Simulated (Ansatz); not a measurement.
# PdIn: energy against strain

PdIn (CsCl type, Pm-3m, 17.132 Å³/atom at rest, cube axes along x, y and z) under a strain ε along a cube axis (axis z), the other axes held. PBEsol in Ansatz, a plane-wave DFT program (PAW, default set), 420 eV, 18×18×18 Γ-centred mesh, Fermi-Dirac smearing 0.10 eV; ions are relaxed within the symmetry of each cell.

Here s stands for strain and y for E less E0.

```csv
strain (%),E less E0 (meV/atom)
-1.50,1.76
-1.00,0.73
-0.50,0.15
0.00,0.00
0.50,0.25
1.00,0.90
1.50,1.92
3.00,?
```

**Question.** Using a parabola, estimate the missing y at s = 3.00 from the other rows, showing the fit.

**Answer.** Least squares gives y = -0.003 + 0.0657·s + 0.8190·s². Residuals (row less fit): 0.019, -0.020, -0.019, 0.003, 0.015, 0.018, -0.018; standard error 0.023 (degrees of freedom: 4). Twice the quadratic coefficient over the volume, 2 × 0.8190 meV × 10⁴ × 0.1602 / 17.132 Å³, is the elastic constant C11 = 153 ± 1.8 GPa. At the withheld row, y = -0.003 + 0.0657 × 3.0 + 0.8190 × 3.0² = 7.565 meV/atom. The calculation gives 7.11 meV/atom, 0.455 meV/atom below the prediction (6.4 % of the range of y in the table). The row lies outside the fitted rows, so this is an extrapolation. From the scatter of the fitted rows alone, a prediction at this place has a standard error of 0.086 meV/atom, so the miss is 5.3 times that.

One order more, fitted to all 13 runs of the series, follows each within 0.01, so the miss is the next term of a smooth law. In a metal these values are sensitive to mesh and smearing; energies are taken to zero smearing, stresses follow the free energy. Rows are the converged runs of the series near zero and its far end; series whose fitted rows scatter by over a few per cent of the range, as at a crossing or softening among them, aren't shown in this form. Most that stay on the fit to the last digits aren't either.
